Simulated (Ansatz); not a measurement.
The parent structure is InP in the zinc blende structure (space group F-43m, No. 216).

```yaml
crystal:
  lattice:
    - [0.00000, 2.93922, 2.93922]
    - [2.93922, 0.00000, 2.93922]
    - [2.93922, 2.93922, 0.00000]
  atoms:
    - { symbol: In, position: [0.00000, 0.00000, 0.00000] }
    - { symbol: P, position: [0.25000, 0.25000, 0.25000] }
```

The values are results of PBEsol (Ansatz, a quantum-chemistry and plane-wave program, PAW, no spin-orbit coupling), not measurements.

Strains are applied to the cell and any free atomic positions relax.

One change was made to it. Results:

The energy goes up by 11 meV/atom; the valley order (the lowest conduction-band minima on the path, energy above the VBM, named in the base's zone) becomes Γ 0.81 eV; L along ⟨111⟩ 1.49 eV; X along ⟨100⟩ 1.57 eV (base: Γ 0.57 eV; L along ⟨111⟩ 1.38 eV; X along ⟨100⟩ 1.65 eV); the pressure goes from zero to 3.36 GPa.

**Question.** What was done to the base?
A. isotropic strain +0.50 %
B. isotropic strain −1.50 %
C. isotropic strain −0.50 %
D. isotropic strain +2.50 %
E. isotropic strain +1.00 %

**Answer.** B, isotropic strain −1.50 %. For comparison, the valley order in the other runs: isotropic strain +0.50 % gives Γ 0.49 eV; L along ⟨111⟩ 1.35 eV; X along ⟨100⟩ 1.67 eV; isotropic strain −0.50 % gives Γ 0.65 eV; L along ⟨111⟩ 1.42 eV; X along ⟨100⟩ 1.62 eV; isotropic strain +1.00 % gives Γ 0.41 eV; L along ⟨111⟩ 1.31 eV; X along ⟨100⟩ 1.70 eV; isotropic strain +2.50 % gives Γ 0.17 eV; L along ⟨111⟩ 1.21 eV; X along ⟨100⟩ 1.77 eV.

The levels and masses belong to the bands next to the band gap. Stability against distortions was not tested.
